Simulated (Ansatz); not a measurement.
ZrSe2, pressure series

The reference is ZrSe2 in the CdI2 type structure (space group P-3m1, No. 164; a = 3.735 Å, c = 6.032 Å; layered, stacked along the Cartesian z axis).

Cell and atoms are relaxed at each pressure.

Calculations: PBE-D3(BJ) (Ansatz, a first-principles code), no spin-orbit coupling.

```
case               band gap  c/a ratio  lattice parameter a
-----------------  --------  ---------  -------------------
base                   zero      1.615              3.735 Å
pressure −1 GPa     0.22 eV      1.642              3.760 Å
pressure 0.9 GPa       zero      1.602              3.715 Å
pressure 2.1 GPa       zero      1.591              3.690 Å
pressure 4.5 GPa       zero      1.584              3.643 Å
pressure 9 GPa         zero          …                    …
pressure 15 GPa        zero      1.604              3.478 Å
pressure 22.5 GPa      zero      1.633              3.383 Å
pressure 30 GPa        zero      1.664              3.302 Å
```

Question: Some entries are withheld; estimate them.

Answer: 
- pressure 9 GPa, c/a ratio: 1.587
- pressure 9 GPa, lattice parameter a: 3.566 Å

Load acts through the strain it causes; cell and atoms are relaxed under it. Whether these cells are dynamically stable was not tested. Competing high-pressure phases were not computed. All final runs are without spin polarisation. Gaps under 0.05 eV, about the width of the smearing, are given as zero. The zero or small gap of ZrSe2 can change with the level of theory.
